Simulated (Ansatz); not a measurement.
We consider MgS (F-43m, No. 216, 2 atoms in the cell; start mp-13032; metastable phase), described by r²SCAN (plane waves, PAW; Ansatz, an electronic-structure program).

Settings: plane-wave cutoff 560 eV, 10×10×10 k mesh, Fermi–Dirac smearing 0.01 eV, scalar-relativistic PAW data made under PBE.

Cell (relaxed with PBEsol):

```cif
data_Mg4S4
_chemical_formula_sum 'Mg4 S4'
_space_group_name_H-M_alt 'F-43m'
_space_group_IT_number 216
_space_group_name_Hall 'F -4 2 3'
_cell_length_a 5.65155
_cell_length_b 5.65155
_cell_length_c 5.65155
_cell_angle_alpha 90.000
_cell_angle_beta 90.000
_cell_angle_gamma 90.000
loop_
_atom_site_label
_atom_site_type_symbol
_atom_site_symmetry_multiplicity
_atom_site_Wyckoff_symbol
_atom_site_fract_x
_atom_site_fract_y
_atom_site_fract_z
_atom_site_occupancy
Mg1 Mg 4 a 0.00000 0.00000 0.00000 1
S1 S 4 d 0.75000 0.75000 0.75000 1
```
(The calculation used a cell of 2 atoms; values per cell refer to that cell.)

Task: What does this level give for the band gap?

Result: 
* **band gap**: 4.18 eV (direct)

Note: cell and atoms aren't relaxed at this level (pressure 0.4 GPa).

Cost on a shared machine: very roughly 17 core-seconds.

A start named mp-… is a Materials Project structure, which need not be a measured phase.
